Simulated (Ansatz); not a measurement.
Consider BAs in the zinc blende structure (space group F-43m, No. 216; a = 4.7839 Å).

Structures relaxed with plane-wave PAW DFT at the r2SCAN level (Ansatz, an electronic-structure program, 500 eV), no SOC.

Base:

Simulated powder pattern, Co Kα, λ = 1.79026 Å (kinematic, ideal powder, no thermal factors, no anomalous dispersion; the 8 strongest lines at most, above 2 %, up to 2θ = 90°):

```csv
2θ (°),I/Imax (%),hkl
37.82,100,(111)
43.95,39,(200)
63.91,39,(220)
76.72,40,(311)
80.81,9.7,(222)
```

After one change:

Simulated powder pattern, Co Kα, λ = 1.79026 Å (kinematic, ideal powder, no thermal factors, no anomalous dispersion; the 8 strongest lines at most, above 2 %, up to 2θ = 90°):

```json
[
 {"2θ (°)": "38.65", "I/Imax (%)": "100"},
 {"2θ (°)": "44.93", "I/Imax (%)": "39"},
 {"2θ (°)": "65.42", "I/Imax (%)": "38"},
 {"2θ (°)": "78.64", "I/Imax (%)": "40"},
 {"2θ (°)": "82.88", "I/Imax (%)": "9.7"}
]
```

### Question
Name the change that was made.
A. pressure 1.5 GPa
B. pressure 0.7 GPa
C. pressure −1 GPa
D. pressure 10 GPa

### Answer
D, pressure 10 GPa. Its volume per atom is 12.85 Å³ against 13.69 Å³, and its space group is F-43m (No. 216).

Load acts through the strain it causes; cell and atoms are relaxed under it. Whether these cells are dynamically stable was not tested. Competing high-pressure phases were not computed.
